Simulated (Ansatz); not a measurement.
Results of PBEsol (plane waves, PAW; Ansatz, a quantum-chemistry and plane-wave program) for Bi2SO2 (Pnnm, No. 58, 10 atoms in the cell; start mp-27891).

Run with plane-wave cutoff 520 eV, 10×4×10 k mesh (along the axes of the cell as run), Fermi–Dirac smearing 0.01 eV, scalar-relativistic PAW data made under PBE.

Cell (relaxed with PBEsol):

```cif
data_Bi4O4S2
_chemical_formula_sum 'Bi4 S2 O4'
_space_group_name_H-M_alt 'P 1'
_space_group_IT_number 1
_cell_length_a 3.82063
_cell_length_b 11.90857
_cell_length_c 3.81868
_cell_angle_alpha 90.000
_cell_angle_beta 90.000
_cell_angle_gamma 90.000
loop_
_space_group_symop_operation_xyz
  'x, y, z'
loop_
_atom_site_label
_atom_site_type_symbol
_atom_site_fract_x
_atom_site_fract_y
_atom_site_fract_z
_atom_site_occupancy
Bi1 Bi 0.48024 0.85771 0.50000 1
Bi2 Bi 0.51976 0.14229 0.50000 1
Bi3 Bi 0.98024 0.64229 0.00000 1
Bi4 Bi 0.01976 0.35771 0.00000 1
S1 S 0.00000 0.00000 0.00000 1
S2 S 0.50000 0.50000 0.50000 1
O1 O 0.48557 0.74995 0.00000 1
O2 O 0.51443 0.25005 0.00000 1
O3 O 0.98557 0.75005 0.50000 1
O4 O 0.01443 0.24995 0.50000 1
```

Question: Give the computed band gap and smallest direct gap on the k points sampled.

Answer: 
band gap: 0.77 eV
smallest direct gap on the k points sampled: 1.10 eV

Spin–orbit coupling is not included; with these elements it can move the gap by several tenths of an eV or more.

The computed numbers hold no vibrational or temperature effects.

Cost on a shared machine: roughly 80 core-seconds.

A start named mp-… is a Materials Project structure, which need not be a measured phase.
